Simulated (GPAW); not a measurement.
Worked example: self-consistent single point of BeS (F-43m, 2 atoms in the cell) in GPAW.

Method of the run: PBE, GPAW PAW datasets PBE (gpaw-data 1.0.1) (plane waves; GPAW).

```yaml
crystal:
  lattice:
    - [0.00000, 2.43500, 2.43500]
    - [2.43500, 0.00000, 2.43500]
    - [2.43500, 2.43500, 0.00000]
  atoms:
    - { symbol: Be, position: [0.00000, 0.00000, 0.00000] }
    - { symbol: S, position: [0.25000, 0.25000, 0.25000] }
```

Reference input (self-consistent single point, DFT PBE, plane waves, GPAW PAW datasets PBE (gpaw-data 1.0.1)): mode = pw; ecut = 850 eV; xc = PBE; kpts = 12 12 12; mesh shift (steps) = 0 0 0; occupations.name = fermi-dirac; occupations.width = 0.02 eV; nbands = -6; convergence.forces = 0.001 eV/Å; convergence.bands = -4; symmetry.symmorphic = false; symmetry.tolerance = 0.0005. This run's input differs from it in these lines:

```diff
@@ -14,3 +14,3 @@
             xc='PBE',
-            kpts={'size': (12, 12, 12), 'gamma': True},
+            kpts={'size': (4, 4, 4), 'gamma': True},
             occupations=FermiDirac(0.02),
```

Log, with long lists cut:

```
     iter     time        total  log10-change:
                         energy   eigst   dens  force
iter:   1 --:--:--    -9.997894   +0.98
iter:   2 --:--:--    -9.986585   -0.24  -0.94
iter:   3 --:--:--    -9.916536   -1.36  -0.96
iter:   4 --:--:--    -9.901649   -2.96  -1.44
iter:   5 --:--:--    -9.884837   -2.24  -1.55
iter:   6 --:--:--    -9.883164   -3.43  -1.95
iter:   7 --:--:--    -9.882381c  -3.86  -2.07
iter:   8 --:--:--    -9.882354c  -4.91  -2.95
iter:   9 --:--:--    -9.882354c  -6.68  -3.56
iter:  10 --:--:--    -9.882356c  -6.91  -3.61
iter:  11 --:--:--    -9.882356c  -6.98  -3.81
iter:  12 --:--:--    -9.882356c  -8.40c -4.80c
iter:  13 --:--:--    -9.882356c  -9.72c -4.91c -16.19c
Converged after 13 iterations.

Dipole moment: (-3.365747, -3.365747, -3.365747) |e|*Ang

Energy contributions relative to reference atoms: (reference = -11255.804871)

Kinetic:        +11.352050
Potential:      -10.519513
External:        +0.000000
XC:             -10.764207
Entropy (-ST):   -0.000000
Local:           +0.049315
SIC:             +0.000000
--------------------------
Free energy:     -9.882356
Extrapolated:    -9.882356

Showing only first 2 kpts
 Kpt  Band  Eigenvalues  Occupancy
  0     2      4.58107    2.00000
  0     3      4.58107    2.00000
  0     4     10.21477    0.00000
  0     5     10.21477    0.00000

  1     2      2.98908    2.00000
  1     3      2.98908    2.00000
  1     4      9.00983    0.00000
  1     5     11.14339    0.00000

Fermi level: 5.66370

Gap: 3.116 eV
Transition (v -> c):
   [... lines left out ...]
Direct/indirect transitions are different
Direct gap: 5.634 eV
Transition at: (s=0, k=0, n=3, [0.00, 0.00, 0.00])
Energy (eV): -9.882356

Forces in eV/Ang:
  0 Be   -0.00000    0.00000   -0.00000
  1 S    -0.00000    0.00000    0.00000

Stress tensor:
    -0.009694    -0.000000    -0.000000
    -0.000000    -0.009694     0.000000
    -0.000000     0.000000    -0.009694
Stress (GPa, Voigt): [-1.5532 -1.5532 -1.5532  0.     -0.     -0.    ]
```

The run converged in 13 iterations. GPAW prints stress with tension positive. Against the reference run the free energy goes up by 24.8 meV/atom, the pressure goes from 1.04 to 1.55 GPa and the gap on the mesh goes from 3.129 to 3.116 eV.

The starting cell has typed, rounded lattice constants, without a prior relaxation at this level.
